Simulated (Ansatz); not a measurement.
Consider Pb in the fcc (Cu type) structure (space group Fm-3m, No. 225; a = 4.934 Å; relaxed with 0.1 eV smearing).

Level of theory: Ansatz (a program for electronic structure), PBEsol, PAW, cutoff 420 eV, spin-orbit coupling left out.

For the base:

```
Item       Result
--------  -------
Pressure  0.0 GPa
Band gap     zero
```

The change: an isotropic linear strain of +0.64 %, atoms relaxed at fixed cell.

### Question
Estimate the effect on the energy relative to the base, pressure and band gap.

### Answer
The energy goes up by 1.6 meV/atom; the pressure goes from zero to -0.9 GPa; the band gap remains zero.

No phonon test of stability was made.
